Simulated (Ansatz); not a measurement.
The parent structure is MgS in the rock salt structure (space group Fm-3m, No. 225; a = 5.203 Å).

Levels (all Ansatz, a first-principles code, PAW): r2SCAN (500 eV, without spin-orbit coupling); HSE06+SOC (420 eV, spin-orbit coupling included).

The geometry is relaxed with r2SCAN.

r2SCAN band gap: 3.46 eV
r2SCAN valence-band top at Γ: 0.00, 0.00, 0.00 eV

**Question.** What does HSE06+SOC give at this geometry for the band gap and valence-band top at Γ?

**Answer.** The band gap rises by 0.31 eV, from 3.46 eV to 3.77 eV; the valence-band top at Γ (three highest Kramers pairs, from the VBM) goes from 0.00, 0.00, 0.00 eV to 0.00, 0.00, -0.10 eV. The threefold valence maximum splits by Δso ≈ 0.10 eV.

Single points use the geometry relaxed with r2SCAN. The hybrid gap comes from the SCF mesh plus the semilocal run's edge points and a few special points and is an upper bound. The spin-orbit shifts are approximate. Stability against distortions was not tested.
